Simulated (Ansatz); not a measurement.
## Ge (model structure, I-43m, No. 217, 23 atoms in the cell): properties by level of theory

```json
[
 {"level (code)": "LDA (Ansatz)", "lattice parameter a (Å)": "10.380", "cohesive energy (eV/atom)": "4.50", "band gap (eV)": "0.93"},
 {"level (code)": "PBEsol (Ansatz)", "lattice parameter a (Å)": "10.479", "cohesive energy (eV/atom)": "(withheld)", "band gap (eV)": "0.95"},
 {"level (code)": "r²SCAN+rVV10 (Ansatz)", "lattice parameter a (Å)": "(withheld)", "cohesive energy (eV/atom)": "3.95", "band gap (eV)": "(withheld)"}
]
```

Complete the blanks.


- PBEsol (Ansatz, an electronic-structure program), cohesive energy (eV/atom): 4.07
- r²SCAN+rVV10 (Ansatz), lattice parameter a (Å): 10.447
- r²SCAN+rVV10 (Ansatz), band gap (eV): 1.21

Computed values are for a static lattice. Spin–orbit coupling is included only where a level's name says +SOC; with heavier elements it mostly lowers gaps and can invert bands.  Each level is taken at its own relaxed cell. Cutoffs differ between the levels. Ansatz's density-functional and Hartree–Fock values are scalar-relativistic unless marked +SOC, with PAW data made under PBE.

Ansatz's density-functional and Hartree–Fock values are scalar-relativistic unless marked +SOC, with PAW data made under PBE.

Free atoms are spin-polarised, in the lowest state found; at levels without +SOC their spin–orbit coupling is left out.

The computed numbers hold no vibrational or temperature effects.

A model structure was made by putting elements into a prototype or built by hand; it is no filed structure, need not be a known phase, and can be a saddle point held by its symmetry.
